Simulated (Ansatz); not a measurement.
# Hypothetical P-6m2 GaN, response to strain

Take GaN (space group P-6m2, No. 187; a = 2.9393 Å, c = 2.6575 Å; a hypothetical phase, not in the database extracts checked; relaxed with 0.1 eV smearing) as the base. Axes: x lies along a and z along c of the hexagonal cell.

Strains are applied to the cell and any free atomic positions relax; under biaxial strain the out-of-plane vector relaxes too; under stress the whole cell relaxes.

All numbers come from Ansatz (a quantum-chemistry and plane-wave program), PBEsol, PAW, cutoff 420 eV, scalar-relativistic without spin-orbit coupling.

Notes on the quantities. pressure: mean of the normal stresses, compression positive.

| variant | volume per atom | pressure |
|---|---|---|
| base | 9.94 Å³ | 0.0 GPa |
| biaxial strain −2.38 %, plane normal [001], relaxed out of plane | 9.52 Å³ | 8.5 GPa |
| biaxial strain +0.47 %, plane normal [001], relaxed out of plane | 10.03 Å³ | -1.5 GPa |
| isotropic strain −1.12 % | 9.61 Å³ | 7.1 GPa |
| isotropic strain +1.48 % | 10.39 Å³ | -7.7 GPa |
| isotropic strain +5.45 % | 11.66 Å³ | -20.9 GPa |
| uniaxial stress, 2 GPa compression along z | 9.91 Å³ | – |

Beyond what the load breaks, stability against distortions was not tested. The final runs are not spin-polarised.
